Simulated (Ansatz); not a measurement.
Cell and atoms of amorphous Si₄₈N₆₀:

```
N5Si4
1.0
   10.91982     0.06805    -0.07275
    0.06805    10.82976    -0.13717
   -0.07275    -0.13717    10.99724
Si N
48 60
Cartesian
  4.54108   8.89325   7.41648
  8.37266   7.01070   6.00720
  4.30620   3.08462  -0.05326
  4.89073   3.26699   6.25787
  8.14451   1.31892   2.98329
  1.26144   1.24533   4.64096
  3.17443   2.01042   8.46424
  9.76524   8.91494   7.82824
  7.83437   1.96556   9.07552
  9.70280   6.58562   1.18170
 10.46160   4.72999   5.04730
  5.73443   4.08251   2.19543
  1.25622   8.02326   2.46894
  4.06917   0.20892   5.26705
  0.91619   5.18908   7.50045
  8.96042   9.91773   5.30351
  7.79044   7.59558   0.15994
  9.53458   2.03043   6.32161
 10.71464   2.11724   0.71894
  5.55932  10.45122   2.20149
  5.17037   8.94477   4.23983
  3.77235   6.50318   2.89636
  0.99347   5.13784   2.44478
  0.28580   7.64449   5.63862
  7.52769   4.21834   5.13970
  3.44234   8.70069   0.60385
  5.24554   6.24752   5.55455
  5.43139   9.02224  10.33873
  9.82851   6.77153   8.90087
  2.48365   2.73800   2.14788
  6.70084   1.50351   6.37213
  3.05480   6.90417   7.50872
  6.67839   1.77694   0.50070
  5.10652   6.11581   0.13768
  5.13256   0.76597   8.93325
  1.19039  10.67109   0.64173
 10.35479   0.48560   9.05804
  9.76151   3.70100   9.11164
  3.49665   4.84056   8.70406
  0.19623  10.02320   3.53569
  1.55442   9.09115   8.97898
  7.69253   4.67609   0.01198
  1.50097   3.68141  10.45172
  9.04490   3.92258   2.49575
  8.54766  10.12039  10.58441
  8.10182   8.67657   3.21481
  1.55456   0.89538   7.16231
  2.50111   4.31199   4.78590
  7.10098   8.88467  10.51530
  0.12424   8.04029   8.81748
  6.73955   6.03774  10.86544
  9.18079   3.62851   5.57147
  8.09476   3.68253   9.55677
  6.47824   9.23248   3.08056
  9.97302   6.39726   5.42246
  0.38532   6.64381   1.82958
  8.48905   7.66047   1.85735
  1.70785   4.11410   1.24390
  4.42314   7.53783  10.62302
  9.53441   2.06138   8.21511
 10.79091   3.21828  10.40537
  9.01811   4.97611   1.14108
  4.73116   9.89526   0.77716
  1.08689   4.30699   5.93048
  4.33132   4.64164  10.25755
 10.54125   4.51964   3.32248
  6.64490   3.25388   6.21141
  7.33156   4.03077   3.35925
  2.91725   8.54882   8.04501
  9.38136   2.29909   1.88863
  4.36314  10.41451   3.52047
  6.63249   3.54099   0.80850
  4.26696   4.64124   5.31457
 10.69289   0.52899  10.74745
  5.01357   1.54613   5.77044
  7.03859   5.87297   5.62125
 10.31813   9.21229   6.19876
  8.30523   0.73728   5.99315
  2.42379   0.45142   5.70560
  3.96473   3.42836   7.71707
  0.97049  10.65016   8.25140
  0.24589   1.52320   6.10149
  0.83701   8.40667   4.14274
  1.46473   6.73333   6.73884
  4.21803   3.00436   1.75917
  5.17134   9.82346   8.79055
  2.36829   5.52308   3.52025
  4.67747   7.24429   4.21385
  2.73970   2.49377  10.13263
  4.72265   7.16717   6.95458
  4.94857   5.67185   1.88639
  5.22487   1.58797  10.47114
  2.07404   9.39675  10.67211
  7.99870   8.43616   5.03589
  9.33807  10.01935   3.56625
  4.87168   9.62511   5.87230
  9.25881   6.87453  10.52012
  0.76569   9.61851   1.94914
  6.57144   1.33583   8.08552
  9.13619  10.20424   8.74020
  2.17425   2.72419   3.91900
  2.92371   7.76803   1.99476
  7.86565   1.04201  10.50982
  6.66373   0.87742   1.96616
  1.40236   1.47552   1.49953
  1.77387   4.66842   8.97835
  8.73210   7.48469   7.69744
 10.25616   5.15869   8.26793
```

Methods: PBE, scalar-relativistic without spin-orbit coupling (Ansatz, a program for electronic structure); r2SCAN, scalar-relativistic without spin-orbit coupling (Ansatz); HSE06, scalar-relativistic without spin-orbit coupling (Ansatz). Neutral PBE cell, which sets geometry, pressure and energy: sampling: a 2×2×2 Γ-centred mesh; Fermi-Dirac width 0.02 eV; no spin polarisation. The usual formal charges leave 12 electrons over, so the level spacing at the Fermi energy parts defect or band states and needn't be the band gap. Exact exchange is cut at the faces of this 11 Å cell, which leaves hybrid gaps a finite-size error.

The cell was made by melting and quenching with the CHGNet potential and then relaxed with DFT. N atoms were pushed apart under 1.9 Å during the dynamics, to hinder bonds among them. The hot cell started wider than the set density and was brought back towards it in steps. It is the lowest in DFT energy of 2 quenches. It is a model cell: composition and starting density were chosen by hand, and all elements were melted together. No dispersion term was used. The quench was far faster than any real one, so the model tends to hold more defects than a real film. A cell of this size samples the disorder only roughly. The volume was held where the preparation left it and the shape relaxed.

Problem. Give the pressure, the energy against reference phases and the spacing of the highest filled and lowest empty levels.

Solution. 
The pressure on a 2×2×2 Γ-centred mesh is -5.73 GPa and the largest force and stress component on that mesh (the relaxation ran on the zone centre alone) comes out as 0.08 eV/Å and 5.8 GPa. The energy relative to beta Si3N4 + silicon (lowest mix at this level among the phases computed, not always the ambient ones) is 0.304 eV/atom and the level spacing at the Fermi energy on a 2×2×2 Γ-centred mesh (PBE) comes out as 0.57 eV. The level spacing at the Fermi energy at the zone centre (PBE) is 0.69 eV, the level spacing at the Fermi energy at the zone centre (r2SCAN) comes out as 0.93 eV and the level spacing at the Fermi energy at the zone centre (HSE06) is 1.54 eV. The distance between the nearest levels spread over more than a fifth of the atoms or a third of the atoms of their main element (six at least) (PBE, zone centre) is 3.03 eV.

Problem. At PBE and the zone centre, how localised are the states just below and above the Fermi level (participation number: the atoms over which a state spreads)?

Solution. The highest filled state is spread over 3.9 atoms' worth, largest on Si45, with weights by element (charge in smoothed Voronoi cells) Si 0.60, N 0.40. The lowest empty state is spread over 7.1 atoms' worth, largest on Si12, with weights by element (charge in smoothed Voronoi cells) Si 0.56, N 0.44.

At PBE the levels at both edges of the gap are localised (band-tail or defect states), and the nearest spread-out levels lie 3.0 eV apart at the zone centre.

Cut-offs for bonds: Si-Si 2.60 Å, Si-N 2.12 Å, N-N 1.70 Å. Two cations that share two anions don't count as bonded, nor two that share one unless they lie closer than Si-Si 2.38 Å.

A PBE run started with 1 μB on atoms that lack a bond or may hold spare charge lost its moments; other starts weren't tried.
